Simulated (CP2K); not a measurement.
# Input and output of a self-consistent single point for CuAu (P4/mmm, 2 atoms in the cell) (CP2K)

Level of theory: PBEsol, GPW, DZVP-MOLOPT-SR-GTH basis, GTH-PBE potentials (GTH_POTENTIALS) run with CP2K 2026.2.

Input as run:

```
&GLOBAL
  PROJECT calc
  RUN_TYPE ENERGY_FORCE
  PRINT_LEVEL LOW
&END GLOBAL
&FORCE_EVAL
  METHOD Quickstep
  STRESS_TENSOR ANALYTICAL
  &DFT
    BASIS_SET_FILE_NAME BASIS_MOLOPT
    POTENTIAL_FILE_NAME GTH_POTENTIALS
    &QS
      METHOD GPW
      EPS_DEFAULT 1E-10
    &END QS
    &MGRID
      CUTOFF 600
      REL_CUTOFF 50
      NGRIDS 5
    &END MGRID
    &SCF
      SCF_GUESS ATOMIC
      EPS_SCF 1E-7
      MAX_SCF 100
      ADDED_MOS 5
      &DIAGONALIZATION
        ALGORITHM STANDARD
      &END DIAGONALIZATION
      &MIXING
        METHOD BROYDEN_MIXING
        ALPHA 0.2
        NBUFFER 10
        BETA 1.5
      &END MIXING
      &SMEAR ON
        METHOD GAUSSIAN
        SIGMA [eV] 0.1
      &END SMEAR
    &END SCF
    &KPOINTS
      SCHEME MONKHORST-PACK 8 8 6
      GAMMA_CENTERED T
    &END KPOINTS
    &XC
      &XC_FUNCTIONAL
        &PBE
          PARAMETRIZATION PBESOL
        &END PBE
      &END XC_FUNCTIONAL
    &END XC
    &PRINT
      &MO
        EIGENVALUES T
        OCCUPATION_NUMBERS T
        NDIGITS 8
        FILENAME mo
        &EACH
          QS_SCF 0
        &END EACH
        ADD_LAST NUMERIC
      &END MO
      &MULLIKEN OFF
      &END MULLIKEN
    &END PRINT
  &END DFT
  &SUBSYS
    &CELL
      ABC 2.87920700 2.87920700 3.61742600
      ALPHA_BETA_GAMMA 90.00000000 90.00000000 90.00000000
      PERIODIC XYZ
    &END CELL
    &COORD
      Cu       1.43960350     1.43960350     1.80871300
      Au       0.00000000     0.00000000     0.00000000
    &END COORD
    &KIND Cu
      BASIS_SET DZVP-MOLOPT-SR-GTH-q11
      POTENTIAL GTH-PBE-q11
    &END KIND
    &KIND Au
      BASIS_SET DZVP-MOLOPT-SR-GTH-q11
      POTENTIAL GTH-PBE-q11
    &END KIND
  &END SUBSYS
  &PRINT
    &FORCES ON
    &END FORCES
    &STRESS_TENSOR ON
    &END STRESS_TENSOR
  &END PRINT
&END FORCE_EVAL
```

Output, abridged:

```
 GLOBAL| Method name                                                        CP2K
 GLOBAL| Project name                                                       calc
 GLOBAL| Run type                                                   ENERGY_FORCE

 TOTAL NUMBERS AND MAXIMUM NUMBERS

  Total number of            - Atomic kinds:                                   2
                             - Atoms:                                          2
                             - Shell sets:                                     2
                             - Shells:                                        14
                             - Primitive Cartesian functions:                 11
                             - Cartesian basis functions:                     60
                             - Spherical basis functions:                     50

  Maximum angular momentum of- Orbital basis functions:                        3
                             - Local part of the GTH pseudopotential:          0
                             - Non-local part of the GTH pseudopotential:      4

 SCF PARAMETERS         Density guess:                                    ATOMIC
                        max_scf:                                             100
                        max_diis:                                              4
                        eps_scf:                                        1.00E-07
                        eps_diis:                                       1.00E-01
                        eps_eigval:                                     1.00E-05
                        level_shift [a.u.]:                             0.000000
                        added MOs                                         5    0
                        Mixing method:                            BROYDEN_MIXING
                                                charge density mixing in g-space
                        Smear method:                                   GAUSSIAN
                        Smearing width (sigma) [a.u.]:                  3.67E-03
                        Accuracy threshold:                             1.00E-10
                        No outer SCF

 Extrapolation method: initial_guess

 Number of electrons:                                                         22
 Number of occupied orbitals:                                                 11
 Number of molecular orbitals:                                                16

 Number of orbital functions:                                                 50
 Number of independent orbital functions:                                     50

 SCF WAVEFUNCTION OPTIMIZATION

  Step     Update method      Time    Convergence         Total energy    Change
     1 NoMix/Diag. 0.20E+00      -     0.51512389       -81.2411340453 -8.12E+01
     2 Broy./Diag. 0.20E+00      -     0.09235769       -83.8342150379 -2.59E+00
     3 Broy./Diag. 0.20E+00      -     0.08030068       -82.8054114550  1.03E+00
     4 Broy./Diag. 0.20E+00      -     0.12662288       -81.8511226296  9.54E-01
     5 Broy./Diag. 0.20E+00      -     0.01804542       -81.1998177208  6.51E-01
     6 Broy./Diag. 0.20E+00      -     0.00572366       -81.2170259987 -1.72E-02
     7 Broy./Diag. 0.20E+00      -     0.00623335       -81.2308446554 -1.38E-02
   [... 7 lines left out ...]
    15 Broy./Diag. 0.20E+00      -     0.00000730       -81.2115725401 -2.46E-05
    16 Broy./Diag. 0.20E+00      -     0.00000065       -81.2115779806 -5.44E-06
    17 Broy./Diag. 0.20E+00      -     0.00000056       -81.2115761596  1.82E-06
    18 Broy./Diag. 0.20E+00      -     0.00000032       -81.2115756624  4.97E-07
    19 Broy./Diag. 0.20E+00      -     0.00000004       -81.2115768427 -1.18E-06

  *** SCF run converged in    19 steps ***

  Electronic density on regular grids:        -21.9999999996        0.0000000004
  Core density on regular grids:               21.9999999968       -0.0000000032
  Total charge density on r-space grids:       -0.0000000028
  Total charge density g-space grids:          -0.0000000028

  Overlap energy of the core charge distribution:               0.00000001939394
  Self energy of the core charge distribution:               -122.25611186823146
  Core Hamiltonian energy:                                     40.07136059755406
  Hartree energy:                                              13.80630144131812
  Exchange-correlation energy:                                -12.83302548130522
  Smearing free energy correction:                             -0.00010155142923
  Fermi energy:                                                 0.30112747788645

  Total energy:                                               -81.21157684269383
  Total energy (extrapolated to sigma->0):                    -81.21152606697922

 ENERGY| Total FORCE_EVAL ( QS ) energy [hartree]            -81.211576364520411

 FORCES| Atomic forces [hartree/bohr]
 FORCES|   Atom     x               y               z               |f|
 FORCES|      1 -4.66609631E-13 -4.67849406E-13 -8.04297968E-10   8.04298240E-10
 FORCES|      2  2.06530949E-11  2.06528471E-11  2.30200950E-11   3.71889122E-11
 FORCES| Sum     2.01864853E-11  2.01849977E-11 -7.81277874E-10
 FORCES| Total atomic force                                       7.81799235E-10

 STRESS| Analytical stress tensor [bar]
 STRESS|                        x                   y                   z
 STRESS|      x       -1.56446738211E+04   1.89411516090E-05   2.37502435066E-05
 STRESS|      y        1.89411516090E-05  -1.56445571239E+04   2.37372609401E-05
 STRESS|      z        2.37502435066E-05   2.37372609401E-05  -3.04888620415E+04
 STRESS| 1/3 Trace                                            -2.05926976622E+04
```

The run converged in 19 iterations.

The starting cell comes from a database of computed structures (which also holds hypothetical and non-ambient phases and stackings), without a prior relaxation at this level. Its lattice was rescaled by a random factor within 2.5 % of one. Spin polarisation is off. Values carry the incompleteness of an atom-centred basis. The potentials were made for another functional than the one used.

Cost on one core of a shared machine: roughly 60 s.
